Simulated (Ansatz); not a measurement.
Carrier properties of ZnSe (F-43m)

```xyz
2
Lattice="0.0000 2.8663 2.8663 2.8663 0.0000 2.8663 2.8663 2.8663 0.0000" Properties=species:S:1:pos:R:3 pbc="T T T"
Zn     0.0000     0.0000     0.0000
Se     4.2995     4.2995     4.2995
```

All values below come from PBE with spin-orbit coupling, rigid bands (plane waves, PAW; Ansatz, an electronic-structure program). Condition of this run: functional PBE, cell relaxed with it. Geometry: cell and atoms relaxed with PBE.

* **band gap**: 1.03 eV
* **electron conductivity mass (300 K, dilute)**: 0.098 mₑ
* **hole conductivity mass (300 K, dilute)**: 0.72 mₑ
* **effective density of states N_c (300 K)**: 7.4e17 cm⁻³
* **effective density of states N_v (300 K)**: 2.7e19 cm⁻³
* **density-of-states mass, electrons**: 0.096 mₑ
* **density-of-states mass, holes**: 1.06 mₑ
* **Seebeck coefficient, n-type 1e19 cm⁻³, 300 K**: -63 μV/K
* **Seebeck coefficient, p-type 1e19 cm⁻³, 300 K**: 306 μV/K

Rigid bands; masses and Seebeck coefficients take one relaxation time τ for all states and one kind of carrier; polarons and phonon drag are left out.
